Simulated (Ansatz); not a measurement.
# W2N (model structure, started from the Cu2Sb type, P4/mmm, No. 123, 6 atoms in the cell)

These are PBE in Ansatz (PAW) values and carry that method's errors.

Run with plane-wave cutoff 520 eV, 14×14×10 k mesh (along the axes of the cell as run), Fermi–Dirac smearing 0.05 eV, no spin polarisation, scalar-relativistic PAW data made under PBE.

Cell (relaxed at this level):

```cif
data_N2W4
_chemical_formula_sum 'W4 N2'
_space_group_name_H-M_alt 'P 1'
_space_group_IT_number 1
_cell_length_a 4.22057
_cell_length_b 4.22057
_cell_length_c 4.18711
_cell_angle_alpha 90.000
_cell_angle_beta 90.000
_cell_angle_gamma 90.000
loop_
_space_group_symop_operation_xyz
  'x, y, z'
loop_
_atom_site_label
_atom_site_type_symbol
_atom_site_fract_x
_atom_site_fract_y
_atom_site_fract_z
_atom_site_occupancy
W1 W 0.00000 0.00000 0.00000 1
W2 W 0.50000 0.50000 0.00000 1
W3 W 0.50000 0.00000 0.49999 1
W4 W 0.00000 0.50000 0.50001 1
N1 N 0.50000 0.00000 0.99999 1
N2 N 0.00000 0.50000 0.00001 1
```

```json
{
  "bulk_modulus": "340 GPa"
}
```

Note: the run has no spin polarisation, so it can have missed a magnetic state; the bulk modulus is −V dP/dV from two relaxed cells at ±2 % in volume; the relaxation could raise the start's symmetry but not lower it, so the cell can be a saddle point.

Spin–orbit coupling is not included; it can open a gap where bands touch, and shift volumes and moduli.

Computed values are for the static lattice.

Cost on a shared machine: about 12 core-minutes (a rough figure).

A model structure was made by putting elements into a prototype or built by hand; it is no filed structure, need not be a known phase, and can be a saddle point held by its symmetry.

Ansatz is a first-principles code.
